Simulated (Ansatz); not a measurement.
## Ge in the diamond structure (space group Fd-3m, No. 227)

```
CELL_PARAMETERS angstrom
      0.00000     2.88111     2.88111
      2.88111     0.00000     2.88111
      2.88111     2.88111     0.00000
ATOMIC_POSITIONS crystal
  Ge 0.50000 0.50000 0.50000
  Ge 0.75000 0.75000 0.75000
```

All numbers come from PBE (Ansatz, a first-principles code, PAW, scalar-relativistic without spin-orbit coupling), earlier PAW set. Settings: 14×14×14 k-points, 0.05 eV Fermi–Dirac smearing.

```yaml
volume_per_atom: 23.92 Å³
density: 5.04 g/cm³
band_gap: zero
total_energy: -4294.990 eV/atom (σ→0; compares only within this code and set-up)
```

Whether these cells are dynamically stable was not tested. A zero or small gap of Ge can be the functional's error rather than a property of the material.
